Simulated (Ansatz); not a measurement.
Consider the energy change from cell B to cell A (Cl taken out, in a slab cell with six atoms a plane). Reaction: cell B → cell A + 1/2 Cl2 (gas). A negative value means that the right-hand side lies lower.

Cell A: a slab of composition Si36Cl11 built on Si (diamond, Fd-3m) (100), with 24 atoms on that crystal's sites, 47 atoms, rectangular cell of 11.60 × 7.74 Å (89.8 Å²), symmetry Pm within 0.02 Å, 10.4 Å thick under 16 Å of vacuum, in-plane vectors held at the crystal's; planes from bottom to top: Cl6 | Si6 × 6 | Cl5; foreign atoms: three times Cl bound to 1 Si at 2.08 Å; eight times Cl bound to 1 Si at 2.07 Å; spin state with PBE: net moment 1.0 μB a cell, k-point mesh 2×3×1.
```
CELL_PARAMETERS angstrom
     11.60360     0.00000     0.00000
      0.00000     7.73573     0.00000
      0.00000     0.00000    26.27381
ATOMIC_POSITIONS crystal
  Si 0.00000 0.09700 0.62286
  Si 0.00000 0.40644 0.62370
  Si 0.16608 0.01598 0.57754
  Si 0.16693 0.48321 0.57754
  Si 0.16666 0.24977 0.51846
  Si 0.16664 0.74965 0.53360
  Si 0.00000 0.24938 0.46666
  Si 0.00000 0.74943 0.48173
  Si 0.00000 0.51580 0.42261
  Si 0.00000 0.98317 0.42262
  Si 0.16677 0.59394 0.37630
  Si 0.16679 0.90539 0.37630
  Si 0.33266 0.09355 0.62383
  Si 0.33341 0.40489 0.62391
  Si 0.50000 0.01577 0.57791
  Si 0.50000 0.48328 0.57763
  Si 0.50000 0.24945 0.51859
  Si 0.50000 0.74978 0.53368
  Si 0.33361 0.25004 0.46657
  Si 0.33341 0.75012 0.48172
  Si 0.33357 0.51635 0.42260
  Si 0.33349 0.98377 0.42258
  Si 0.50000 0.59479 0.37617
  Si 0.50000 0.90612 0.37610
  Si 0.66734 0.09355 0.62383
  Si 0.66659 0.40489 0.62391
  Si 0.83392 0.01598 0.57754
  Si 0.83307 0.48321 0.57754
  Si 0.83334 0.24977 0.51846
  Si 0.83336 0.74965 0.53360
  Si 0.66639 0.25004 0.46657
  Si 0.66659 0.75012 0.48172
  Si 0.66643 0.51635 0.42260
  Si 0.66651 0.98377 0.42258
  Si 0.83323 0.59394 0.37630
  Si 0.83321 0.90539 0.37630
  Cl 0.00000 0.51319 0.69641
  Cl 0.16687 0.49962 0.30245
  Cl 0.16684 0.99959 0.30244
  Cl 0.32868 0.99935 0.69784
  Cl 0.33333 0.49826 0.69793
  Cl 0.50000 0.50026 0.30234
  Cl 0.50000 0.00022 0.30222
  Cl 0.67132 0.99935 0.69784
  Cl 0.66667 0.49826 0.69793
  Cl 0.83313 0.49962 0.30245
  Cl 0.83316 0.99959 0.30244
```

Cell B: a slab of composition Si36Cl12 built on Si (diamond, Fd-3m) (100), with 24 atoms on that crystal's sites, 48 atoms, rectangular cell of 11.60 × 7.74 Å (89.8 Å²), symmetry Pmmn within 0.02 Å, 10.4 Å thick under 16 Å of vacuum, in-plane vectors held at the crystal's; planes from bottom to top: Cl6 | Si6 × 6 | Cl6; foreign atoms: 12 times Cl bound to 1 Si at 2.07 Å; spin state with PBE: run without spin, k-point mesh 2×3×1.
```xyz
48
Lattice="11.6036 0.0000 0.0000 0.0000 7.7357 0.0000 0.0000 0.0000 26.2738" Properties=species:S:1:pos:R:3 pbc="T T T"
Si     0.0000     0.7298    16.3906
Si     0.0000     3.1381    16.3906
Si     1.9339     0.1264    15.1732
Si     1.9339     3.7415    15.1732
Si     1.9339     1.9339    13.6197
Si     1.9339     5.8018    14.0177
Si     0.0000     1.9339    12.2561
Si     0.0000     5.8018    12.6542
Si     0.0000     3.9943    11.1006
Si     0.0000     7.6093    11.1006
Si     1.9339     4.5976     9.8832
Si     1.9339     7.0060     9.8832
Si     3.8679     0.7298    16.3906
Si     3.8679     3.1381    16.3906
Si     5.8018     0.1264    15.1732
Si     5.8018     3.7415    15.1732
Si     5.8018     1.9339    13.6197
Si     5.8018     5.8018    14.0177
Si     3.8679     1.9339    12.2561
Si     3.8679     5.8018    12.6542
Si     3.8679     3.9943    11.1006
Si     3.8679     7.6093    11.1006
Si     5.8018     4.5976     9.8832
Si     5.8018     7.0060     9.8832
Si     7.7357     0.7298    16.3906
Si     7.7357     3.1381    16.3906
Si     9.6697     0.1264    15.1732
Si     9.6697     3.7415    15.1732
Si     9.6697     1.9339    13.6197
Si     9.6697     5.8018    14.0177
Si     7.7357     1.9339    12.2561
Si     7.7357     5.8018    12.6542
Si     7.7357     3.9943    11.1006
Si     7.7357     7.6093    11.1006
Si     9.6697     4.5976     9.8832
Si     9.6697     7.0060     9.8832
Cl     0.0000     7.7357    18.3304
Cl     0.0000     3.8679    18.3304
Cl     1.9339     3.8678     7.9434
Cl     1.9339     0.0001     7.9434
Cl     3.8679     7.7357    18.3304
Cl     3.8679     3.8679    18.3304
Cl     5.8018     3.8678     7.9434
Cl     5.8018     0.0001     7.9434
Cl     7.7357     7.7357    18.3304
Cl     7.7357     3.8679    18.3304
Cl     9.6697     3.8678     7.9434
Cl     9.6697     0.0001     7.9434
```

Reference: an isolated Cl2 molecule (singlet) in a box of 11 × 11 × 14 Å.

Computed with Ansatz (plane waves, PAW), its default PAW set, cutoff 420 eV, 500 eV for r2SCAN. The structures are at rest with PBE, within the held lattices; other levels are single points on them. HSE06 runs on coarser k-point meshes, mended by the PBE difference between the two meshes. Neutral cells; Fermi-Dirac smearing of at most 0.05 eV in the solids, energies taken to zero width. The lattices are those relaxed with PBE or held as stated, so at other levels the solids can be strained, which adds to the spread. Larger cells are relaxed from a start prepared with the learned potential CHGNet, on a coarser mesh till forces fall under 0.03 eV/Å, which some starts already meet. A dispersion term (D3(BJ), or D4 for r2SCAN) was computed beside these levels and is taken off wherever the name lacks it. No zero-point or thermal terms. Cells are local rest points, mostly with their start's symmetry. No search over spin orders was made beyond those shown. Values are for these cell sizes. Cell A has symmetry Pm within 0.02 Å and got no random move, so less symmetric positions, which may lie lower, weren't tried. Cell B has symmetry Pmmn within 0.02 Å and got no random move, so less symmetric positions, which may lie lower, weren't tried.

**Question.** Give the value at the level PBE.

**Answer.** 2.62 eV, for cell B → cell A + 1/2 Cl2 (gas).

**Question.** List the value at the remaining levels and say how far they part.

**Answer.** 
| Method | value (eV) | less PBE |
|---|---|---|
| r2SCAN | 2.81 | 0.19 |
| HSE06 | 2.75 | 0.13 |

The levels shown span 0.19 eV, from PBE (2.62) to r2SCAN (2.81).

Ansatz is an electronic-structure program.
